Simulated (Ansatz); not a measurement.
Where the default PAW files enter, the runs use the earlier of Ansatz's two default sets.

```
CELL_PARAMETERS angstrom
      3.04757     0.00000     0.00000
      1.52378     6.14023     0.00000
      0.00000     1.38413     5.65035
ATOMIC_POSITIONS crystal
  Ga 0.34116 0.31768 0.68527
  Ga 0.65884 0.68232 0.31473
  Ga 0.90953 0.18094 0.20521
  Ga 0.09047 0.81906 0.79479
  O  0.50353 0.99294 0.74334
  O  0.49647 0.00706 0.25666
  O  0.82663 0.34674 0.43677
  O  0.17337 0.65326 0.56323
  O  0.16450 0.67100 0.10915
  O  0.83550 0.32900 0.89085
```

Space group of this cell: C2/m. The cell is taken as given; by r2SCAN its mean pressure is -1.5 GPa.

The current runs along the normal of the first two printed vectors. All runs by Ansatz (a quantum-chemistry and plane-wave program), plane waves and PAW, without spin-orbit coupling; the base is r2SCAN.

```csv
run,mean pressure (GPa),gap (eV),mid-gap κ (1/Å)
base,-1.5,2.96,0.228
all lengths scaled by 0.98,12.7,[?],[?]
all lengths scaled by 1.02,-12.2,2.41,0.199
lda in place of r2scan,-6.6,[?],[?]
"lengths across the current scaled by 0.98, ions clamped",7.6,3.33,0.249
"lengths across the current scaled by 1.02, ions clamped",-8.9,2.52,0.206
"lengths along the current scaled by 0.97, ions clamped",5.2,3.09,0.240
"lengths along the current scaled by 1.03, ions clamped",-7.1,2.65,0.214
pbesol in place of r2scan,-0.2,[?],[?]
```

Question: Fill in the missing entries.

Answer: 
- all lengths scaled by 0.98, gap (eV): 3.55
- all lengths scaled by 0.98, mid-gap κ (1/Å): 0.258
- lda in place of r2scan, gap (eV): 2.20
- lda in place of r2scan, mid-gap κ (1/Å): 0.188
- pbesol in place of r2scan, gap (eV): 2.21
- pbesol in place of r2scan, mid-gap κ (1/Å): 0.187
